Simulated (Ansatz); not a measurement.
Cohesive energy of Cu (model structure, Im-3m, No. 229, 1 atom in the cell) at several levels of theory

No measured value is used here.

```
level (code)     value (eV/atom)  cell (Å³/atom)
---------------  ---------------  --------------
LDA (Ansatz)                4.52           10.92
PBEsol (Ansatz)             4.04           11.35
r²SCAN (Ansatz)             3.86           11.48
```

Free atoms are spin-polarised, in the lowest state found; at levels without +SOC their spin–orbit coupling is left out.  LDA, PBEsol, r²SCAN: the run has no spin polarisation, so it can have missed a magnetic state. Each level is taken at its own relaxed cell. Cutoffs differ between the levels. Ansatz's density-functional and Hartree–Fock values are scalar-relativistic unless marked +SOC, with PAW data made under PBE.

A model structure was made by putting elements into a prototype or built by hand; it is no filed structure, need not be a known phase, and can be a saddle point held by its symmetry.

Ansatz is a quantum-chemistry and plane-wave program.
